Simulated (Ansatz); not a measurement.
Here is the system:

A slab with vacuum along the third vector:

```yaml
crystal:
  lattice:
    - [3.00301, 0.00000, 0.00000]
    - [-1.50151, 2.60069, 0.00000]
    - [0.00000, 0.00000, 26.00000]
  atoms:
    - { symbol: Ti, position: [0.33333, 0.66667, 0.31564] }
    - { symbol: N, position: [0.00000, 0.00000, 0.35703] }
    - { symbol: Ti, position: [0.66667, 0.33333, 0.40521] }
    - { symbol: N, position: [0.33333, 0.66667, 0.45328] }
    - { symbol: Ti, position: [0.00000, 0.00000, 0.50000] }
    - { symbol: N, position: [0.66667, 0.33333, 0.54672] }
    - { symbol: Ti, position: [0.33333, 0.66667, 0.59479] }
    - { symbol: N, position: [0.00000, 0.00000, 0.64297] }
    - { symbol: Ti, position: [0.66667, 0.33333, 0.68436] }
```

Set-up: 9 atoms, N4Ti5, 9.8 Å thick at the start (thin: gaps and levels are the slab's own); mesh 14x14x1; 0.1 eV smearing; dipole correction on; all atoms relaxed; start symmetry kept, larger cells not searched; no spin, no spin-orbit, no U.

Problem. Give the work function of the top face at the level PBE run with Ansatz (a first-principles code).

Solution. 4.61 eV
